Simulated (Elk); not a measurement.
Input and output of a self-consistent single point for ZrNi2P2 (I4/mmm, 5 atoms in the cell) (Elk).

Computed with LDA (PW92), spin-orbit coupling in second variation, all-electron FP-LAPW, Elk's shipped species files, default APW+lo basis (Elk).

```
CELL_PARAMETERS angstrom
     -1.88834     1.88834     4.87944
      1.88834    -1.88834     4.87944
      1.88834     1.88834    -4.87944
ATOMIC_POSITIONS crystal
  Zr 0.00000 0.00000 0.00000
  Ni 0.25000 0.75000 0.50000
  Ni 0.75000 0.25000 0.50000
  P  0.61774 0.61774 0.00000
  P  0.38226 0.38226 0.00000
```

Reference input (self-consistent single point, DFT, LDA (PW92), all-electron FP-LAPW, Elk's shipped species files, default APW+lo basis): xctype = 3; rgkmax = 7; stype = 0; swidth = 0.00999582 Ha; ngridk = 8 8 8. This run's input differs from it in these lines:

```diff
@@ -6,4 +6,13 @@
 
+spinorb
+  .true.
+
 rgkmax
   7.0
+
+lmaxi
+  3
+
+nempty
+  10
```

Output, abridged:

```
│ Self-consistent loop started │
│ Loop number : 1 │
 total energy                :     -7347.15890129
 total moment                :   0.1224235567E-20 -0.1336509229E-22  0.1957696790E-22
│ Loop number : 2 │
 total energy                :     -7345.28034990
 total moment                :   0.3815549735E-20 -0.7501451239E-22  0.2573343782E-22
RMS change in Kohn-Sham potential (target) :   0.2479934643     (  0.1000000000E-05)
Absolute change in total energy (target)   :    1.878551392     (  0.1000000000E-03)
│ Loop number : 3 │
 total energy                :     -7335.36145416
   [... lines left out ...]
 total energy                :     -7314.27777463
 total moment                :   0.3510933970E-20  0.5790895568E-22  0.2233394849E-22
RMS change in Kohn-Sham potential (target) :   0.2106498669E-06 (  0.1000000000E-05)
Absolute change in total energy (target)   :   0.1530261534E-03 (  0.1000000000E-03)
│ Loop number : 16 │
 total energy                :     -7314.27775738
 total moment                :   0.1565738587E-21 -0.2099727095E-22 -0.2834670698E-21
RMS change in Kohn-Sham potential (target) :   0.1421569272E-06 (  0.1000000000E-05)
Absolute change in total energy (target)   :   0.5550769856E-04 (  0.1000000000E-03)
Convergence targets achieved

│ Loop number : 17 │

Energies :
 Fermi                       :     0.379049260284
 xc effective B-field        :    -0.302130820510E-09
 external B-field            :      0.00000000000
 total energy                :     -7314.27774072
 (external B-field energy excluded from total)

Density of states at Fermi energy :    61.39494473
 (states/Hartree/unit cell)

Estimated indirect band gap :   0.1751169721E-02
 from k-point      4 to k-point     53
Estimated direct band gap   :   0.1023855896E-01
 at k-point     49

Charges :
 core                        :    72.00000000
 valence                     :    54.00000000
 interstitial                :    8.031351224
 muffin-tins (core leakage)
  species :    1 (Zr)
   atom    1                 :    37.86080065     (  0.2841284136E-05)
  species :    2 (Ni)
   [... lines left out ...]
  species :    3 (P)
   atom    1                 :  -0.1917892969E-20   0.000000000       0.000000000
   atom    2                 :  -0.1917892969E-20   0.000000000       0.000000000
 total in muffin-tins        :  -0.6833674337E-21 -0.2642134663E-21  0.1290093757E-22
 total moment                :  -0.6523245825E-21 -0.2069100410E-21  0.6268281091E-23

│ Self-consistent loop stopped │
```

The run converged in 17 iterations. The count includes the last loop, which Elk runs after its targets are met. 

The starting cell comes from a database of computed structures (which also holds hypothetical and non-ambient phases and stackings), without a prior relaxation at this level. Its lattice was rescaled by a random factor within 2.5 % of one. Values depend on the basis (sphere radii, cutoffs, local orbitals), which need not be converged. The log's line on a gap gives a spacing of levels on this mesh, which the program prints for metals too.

Cost on one core of a shared machine: roughly 2 min.
